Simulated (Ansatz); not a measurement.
Start from SnO in the litharge type structure (space group P4/nmm, No. 129; a = 3.793 Å, c = 4.764 Å; layered, stacked along the Cartesian z axis).

All numbers come from r2SCAN+rVV10, PAW, 500 eV (Ansatz, a first-principles code; no SOC), earlier PAW set.

Base values:

```
Quantity                Value
-------------------  --------
Lattice parameter a  379.3 pm
```

Now apply this change: cell and atoms relaxed at a pressure of 9 GPa.

### Question
What happens to the lattice parameter a?

### Answer
The lattice parameter a falls by 10.9 pm (379.3 pm → 368.4 pm).

A case with no gap was solved on a k-mesh chosen for an insulator, which is coarse for it. Load acts through the strain it causes; cell and atoms are relaxed under it. Stability against distortions was not tested. No other phases were tried under pressure. The final runs are not spin-polarised.
